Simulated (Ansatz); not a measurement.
Start from TaN (space group P-6m2, No. 187; a = 2.936 Å, c = 2.885 Å). Axes: x lies along a and z along c of the hexagonal cell.

Method: r2SCAN, PAW, 500 eV (Ansatz, a quantum-chemistry and plane-wave program; no SOC), earlier PAW set.

Before the change:

* **Shortest interatomic distance**: 2.226 Å

Perturbation: the cell is compressed by 1.84 % along x with no lateral relaxation; the atoms relax in the strained cell.

Question: What does the calculation give for the shortest interatomic distance and energy relative to the base after the change?

Answer: The shortest interatomic distance decreases by 0.017 Å to 2.209 Å; the energy rises by 8.1 meV/atom.

The mesh was chosen for an insulator and is coarse for the gapless case. No phonon test of stability was made. The final runs are not spin-polarised. This is not the structure that TaN has at room temperature and ambient pressure.
